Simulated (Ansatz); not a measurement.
Cell and atoms of amorphous Al₂₈O₄₄Ti:

```yaml
crystal:
  lattice:
    - [9.06341, -0.40776, 0.12176]
    - [-0.40776, 9.07631, -0.09583]
    - [0.12176, -0.09583, 9.83247]
  atoms:
    - { symbol: Al, position: [0.96134, 0.11574, 0.99293] }
    - { symbol: Al, position: [0.98454, 0.42189, 0.14213] }
    - { symbol: Al, position: [0.58195, 0.66375, 0.06736] }
    - { symbol: Al, position: [0.90435, 0.22732, 0.68276] }
    - { symbol: Al, position: [0.18590, 0.89339, 0.10878] }
    - { symbol: Al, position: [0.30291, 0.93534, 0.37504] }
    - { symbol: Al, position: [0.37432, 0.97243, 0.81277] }
    - { symbol: Al, position: [0.23092, 0.18720, 0.23433] }
    - { symbol: Al, position: [0.92644, 0.59047, 0.61474] }
    - { symbol: Al, position: [0.73748, 0.47681, 0.88226] }
    - { symbol: Al, position: [0.64248, 0.93683, 0.29162] }
    - { symbol: Al, position: [0.75558, 0.57925, 0.32636] }
    - { symbol: Al, position: [0.04696, 0.44496, 0.87695] }
    - { symbol: Al, position: [0.80604, 0.89227, 0.50335] }
    - { symbol: Al, position: [0.60482, 0.31707, 0.17470] }
    - { symbol: Al, position: [0.45595, 0.80421, 0.57937] }
    - { symbol: Al, position: [0.91362, 0.75103, 0.92056] }
    - { symbol: Al, position: [0.37573, 0.21397, 0.53076] }
    - { symbol: Al, position: [0.06989, 0.68341, 0.37885] }
    - { symbol: Al, position: [0.55269, 0.24107, 0.82730] }
    - { symbol: Al, position: [0.34296, 0.40492, 0.02684] }
    - { symbol: Al, position: [0.73016, 0.98382, 0.78229] }
    - { symbol: Al, position: [0.58215, 0.47582, 0.57772] }
    - { symbol: Al, position: [0.49317, 0.99666, 0.07668] }
    - { symbol: Al, position: [0.25257, 0.51803, 0.61664] }
    - { symbol: Al, position: [0.07537, 0.89098, 0.64695] }
    - { symbol: Al, position: [0.28342, 0.70134, 0.90063] }
    - { symbol: Al, position: [0.22600, 0.20197, 0.77149] }
    - { symbol: O, position: [0.85970, 0.95073, 0.92037] }
    - { symbol: O, position: [0.65569, 0.87230, 0.63743] }
    - { symbol: O, position: [0.24798, 0.85610, 0.54316] }
    - { symbol: O, position: [0.61908, 0.34722, 0.98644] }
    - { symbol: O, position: [0.59771, 0.42735, 0.74954] }
    - { symbol: O, position: [0.18151, 0.00534, 0.77697] }
    - { symbol: O, position: [0.24574, 0.32077, 0.62717] }
    - { symbol: O, position: [0.19860, 0.55193, 0.79169] }
    - { symbol: O, position: [0.72884, 0.77520, 0.35723] }
    - { symbol: O, position: [0.96868, 0.73666, 0.74287] }
    - { symbol: O, position: [0.58049, 0.84243, 0.13514] }
    - { symbol: O, position: [0.95130, 0.57904, 0.26467] }
    - { symbol: O, position: [0.92614, 0.28501, 0.51655] }
    - { symbol: O, position: [0.51973, 0.32939, 0.47343] }
    - { symbol: O, position: [0.60831, 0.11344, 0.18902] }
    - { symbol: O, position: [0.03801, 0.23779, 0.83339] }
    - { symbol: O, position: [0.90037, 0.44299, 0.74168] }
    - { symbol: O, position: [0.10174, 0.56292, 0.51867] }
    - { symbol: O, position: [0.73246, 0.17896, 0.76023] }
    - { symbol: O, position: [0.91925, 0.01678, 0.64370] }
    - { symbol: O, position: [0.62134, 0.53956, 0.19363] }
    - { symbol: O, position: [0.90745, 0.51833, 0.98493] }
    - { symbol: O, position: [0.79931, 0.03947, 0.37985] }
    - { symbol: O, position: [0.96811, 0.79064, 0.49867] }
    - { symbol: O, position: [0.33504, 0.01722, 0.19801] }
    - { symbol: O, position: [0.07612, 0.30113, 0.27345] }
    - { symbol: O, position: [0.15058, 0.42691, 0.03329] }
    - { symbol: O, position: [0.39021, 0.79061, 0.75617] }
    - { symbol: O, position: [0.35418, 0.26542, 0.89622] }
    - { symbol: O, position: [0.43287, 0.59986, 0.56190] }
    - { symbol: O, position: [0.48846, 0.90807, 0.41694] }
    - { symbol: O, position: [0.33781, 0.88629, 0.98396] }
    - { symbol: O, position: [0.09548, 0.75828, 0.99216] }
    - { symbol: O, position: [0.40641, 0.59564, 0.99874] }
    - { symbol: O, position: [0.75834, 0.55665, 0.51889] }
    - { symbol: O, position: [0.09919, 0.06291, 0.10207] }
    - { symbol: O, position: [0.42535, 0.12536, 0.68705] }
    - { symbol: O, position: [0.38741, 0.31548, 0.17672] }
    - { symbol: O, position: [0.55065, 0.03899, 0.89706] }
    - { symbol: O, position: [0.25424, 0.12277, 0.41225] }
    - { symbol: O, position: [0.71479, 0.67362, 0.92580] }
    - { symbol: O, position: [0.18459, 0.80027, 0.27494] }
    - { symbol: O, position: [0.75588, 0.36218, 0.30030] }
    - { symbol: O, position: [0.88192, 0.25098, 0.08637] }
    - { symbol: Ti, position: [0.88645, 0.23193, 0.34904] }
```

Methods: PBE, scalar-relativistic without spin-orbit coupling (Ansatz, an electronic-structure program); r2SCAN, scalar-relativistic without spin-orbit coupling (Ansatz); HSE06, scalar-relativistic without spin-orbit coupling (Ansatz). Neutral PBE cell, which sets geometry, pressure and energy: sampling: a 2×2×2 Γ-centred mesh; Fermi-Dirac width 0.02 eV; no spin polarisation. Exact exchange is cut at the faces of this 9 Å cell, which leaves hybrid gaps a finite-size error.

Preparation: random packing, a CHGNet melt and quench, and a DFT relaxation. O atoms were pushed apart under 1.9 Å during the dynamics, to hinder bonds among them. The hot cell started wider than the set density and was brought back towards it in steps. It is the lowest in DFT energy of 2 quenches. It is a model cell: composition and starting density were chosen by hand, and all elements were melted together. No dispersion term was used. Its density started from a set value of 3.12 and ended at 3.10 g/cm³. Cooling (nominally 410 K/ps over its main leg) ran many orders faster than in experiment, which tends to leave more defects and strain. A cell of this size samples the disorder only roughly. Volume and shape were free in the relaxation.

**Question.** Give the pressure, the energy against reference phases and the spacing of the highest filled and lowest empty levels.

**Answer.** 
| Quantity | Value |
|---|---|
| Pressure on a 2×2×2 Γ-centred mesh | 0.05 GPa |
| Largest force and stress component on that mesh (the relaxation ran on the zone centre alone) | 0.04 eV/Å and 0.1 GPa |
| Energy relative to corundum + anatase TiO2 (lowest mix at this level among the phases computed, not always the ambient ones) | 0.139 eV/atom |
| Level gap on a 2×2×2 Γ-centred mesh (PBE) | 3.39 eV |
| Level gap at the zone centre (PBE) | 3.38 eV |
| Level gap at the zone centre (r2SCAN) | 3.92 eV |
| Level gap at the zone centre (HSE06) | 5.08 eV |
| Distance between the nearest levels spread over more than a fifth of the atoms or a third of the atoms of their main element (six at least) (PBE, zone centre) | 4.14 eV |

**Question.** At PBE and the zone centre, how localised are the states just below and above the Fermi level (participation number: the atoms over which a state spreads)?

**Answer.** The highest filled state is spread over 3.3 atoms' worth, largest on O72, with weights by element (charge in smoothed Voronoi cells) O 0.95, Al 0.04, Ti 0.00. The lowest empty state is spread over 42.5 atoms' worth, largest on Ti73, with weights by element (charge in smoothed Voronoi cells) O 0.56, Al 0.33, Ti 0.10.

At PBE the levels at the filled edge of the gap are localised (band-tail or defect states), and the nearest spread-out levels lie 4.1 eV apart at the zone centre.

Bonds are counted up to Al-Al 2.66 Å, Al-O 2.32 Å, Al-Ti 2.89 Å, O-O 1.58 Å, O-Ti 2.49 Å, Ti-Ti 3.12 Å. Two cations that share two anions don't count as bonded, nor two that share one unless they lie closer than Al-Al 2.59 Å, Al-Ti 2.81 Å, Ti-Ti 3.04 Å.

Added carriers, by PBE, scalar-relativistic without spin-orbit coupling (Ansatz) on the zone centre alone. Charged cells keep the cell fixed and stand in a uniform background, with no image correction, at a width of 0.01 eV; where the count is odd the moment is locked at 1 μB, unless the neutral cell bore moments. Each starts from the undistorted neutral geometry alone. PBE's self-interaction favours spread-out carriers, so it can miss traps that a hybrid finds.

**Question.** What happens at PBE when the cell takes an extra electron and the atoms relax?

**Answer.** Relaxation lowers the charged cell by 0.02 eV. The largest moves are O51 0.03 Å, O54 0.03 Å, O64 0.02 Å, Al17 0.02 Å. The level that holds the added charge spreads over 48.9 atoms' worth, most on Ti73 (weight 0.08): a carrier spread over the cell. No bond crosses its cut-off with a change of over 0.15 Å (metal-metal contacts aside). Made neutral again at that geometry, the cell lies +0.02 eV from the neutral start.

**Question.** What happens at PBE when the cell takes a hole and the atoms relax?

**Answer.** Relaxation lowers the charged cell by 0.41 eV. The largest moves are O72 0.35 Å, O50 0.30 Å, Al17 0.14 Å, Al1 0.12 Å. The level that was emptied spreads over 3.7 atoms' worth, most on O72 (weight 0.44): a localised (trapped) carrier, which neighbours of that atom can share. Bonds broken: Al17-O50. Bonds formed: O72-Ti73. Made neutral again at that geometry, the cell lies +0.73 eV from the neutral start.
